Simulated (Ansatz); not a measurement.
The structure below was relaxed with r2SCAN+rVV10/PAW in Ansatz (a first-principles code), no spin-orbit coupling, earlier PAW set.

Space group P4/nmm, origin choice 1 (No. 129); a = b = 3.294 Å, c = 4.083 Å, α = β = γ = 90.00°

| atom | site | symmetry | x | y | z |
|---|---|---|---|---|---|
| Ir | 2c | 4mm | 0.5000 | 0.0000 | 0.3169 |
| O | 2a | -4m2 | 0.0000 | 0.0000 | 0.0000 |

Question: Write out a cell with all atoms.

Answer: 
```xyz
4
Lattice="3.2935 0.0000 0.0000 0.0000 3.2935 0.0000 0.0000 0.0000 4.0827" Properties=species:S:1:pos:R:3 pbc="T T T"
Ir     1.6468     0.0000     1.2938
Ir     0.0000     1.6468     2.7889
O      0.0000     0.0000     0.0000
O      1.6468     1.6468     0.0000
```
This is the conventional cell.

No phonon test of stability was made. Seeded moments were not kept for Sn → Ir. No Hubbard U is applied, and correlation can decide whether such a compound is a metal. The final runs are not spin-polarised. The cell was made from SnO by this change: Sn → Ir; the result is a hypothetical phase, not in the database extracts checked.
